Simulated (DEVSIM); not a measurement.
Structure: abrupt Si p-n junction, at 300 K.

```tsv
layer (left to right)	material	thickness (μm)	Nd (cm⁻³)	Na (cm⁻³)	τn (s)	τp (s)
1	Si	71.0	-	5.3e16	1.9e-5	1.9e-5
2	Si	0.340	3.9e15	-	1.9e-5	1.9e-5
```

Left contact: ohmic. Right contact: ohmic. Voltage is applied to the left contact. Recombination: SRH at mid-gap. Mobility is μmin + (μ − μmin)/(1 + (N/Nref)^α).

The device is made up for the run: typed textbook-type constants, with dimensions and the other settings drawn at random. Values at 300 K.

```
parameter           Si
-------------  -------
gap (eV)         1.124
affinity (eV)     4.05
permittivity      11.7
Nc (cm⁻³)      2.86e19
Nv (cm⁻³)       3.1e19
μn (cm²/Vs)       1417
μp (cm²/Vs)        470
μn,min              52
μp,min              45
Nref,n          9.7e16
Nref,p          2.2e17
αn                0.68
αp                0.72
```

Simulated with DEVSIM: 1D drift-diffusion, Boltzmann statistics, complete ionisation; no tunnelling, impact ionisation, image-force lowering or self-heating.

Q: Give the dark forward current.

A: 
(V (V), J (A/cm²)): (0.05, 1.2e-7); (0.10, 8.6e-7); (0.15, 5.3e-6); (0.20, 3.2e-5); (0.30, 0.0011); (0.35, 0.0063); (0.40, 0.036); (0.45, 0.20); (0.50, 1.0); (0.55, 4.3); (0.60, 12); (0.70, 40); (0.75, 56); (0.80, 74); (0.85, 92); (0.90, 110); (0.95, 130); (1.05, 170); (1.10, 190); (1.15, 210); (1.20, 230); (1.25, 250); (1.30, 280); (1.35, 300); (1.45, 340); (1.50, 360); (1.55, 390); (1.60, 410)
